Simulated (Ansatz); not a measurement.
Take TiO₂ in the rutile structure (space group P4_2/mnm, No. 136; a = 4.643 Å, c = 2.964 Å) as the base.

Structures relaxed with PBE (Ansatz, a first-principles code; PAW; 420 eV plane waves; no spin-orbit coupling).

Base:

Simulated powder pattern, Cu Kα1, λ = 1.54056 Å (kinematic, ideal powder, no thermal factors, no anomalous dispersion; the 8 strongest lines at most, above 2 %, up to 2θ = 90°):

| 2θ (°) | I/Imax (%) | hkl |
|---|---|---|
| 27.14 | 100 | (110) |
| 35.92 | 45 | (101) |
| 40.99 | 19 | (111) |
| 53.86 | 59 | (211) |
| 55.96 | 18 | (220) |
| 63.28 | 8.6 | (310) |
| 68.31 | 22 | (301) |
| 69.54 | 10 | (112) |

After one change:

Simulated powder pattern, Cu Kα1, λ = 1.54056 Å (kinematic, ideal powder, no thermal factors, no anomalous dispersion; the 8 strongest lines at most, above 2 %, up to 2θ = 90°):

| 2θ (°) | I/Imax (%) |
|---|---|
| 27.30 | 100 |
| 36.05 | 46 |
| 41.16 | 19 |
| 54.14 | 59 |
| 56.32 | 18 |
| 63.70 | 8.6 |
| 68.71 | 22 |
| 69.78 | 10 |

Question: Name the change that was made.
(A) pressure 1.5 GPa
(B) pressure 10 GPa
(C) pressure −1 GPa
(D) pressure 3 GPa

Answer: D, pressure 3 GPa. Its volume per atom is 10.50 Å³ against 10.65 Å³, and its space group is P4_2/mnm (No. 136).

Load acts through the strain it causes; cell and atoms are relaxed under it. Stability against distortions was not tested. Competing high-pressure phases were not computed. The final runs are not spin-polarised.
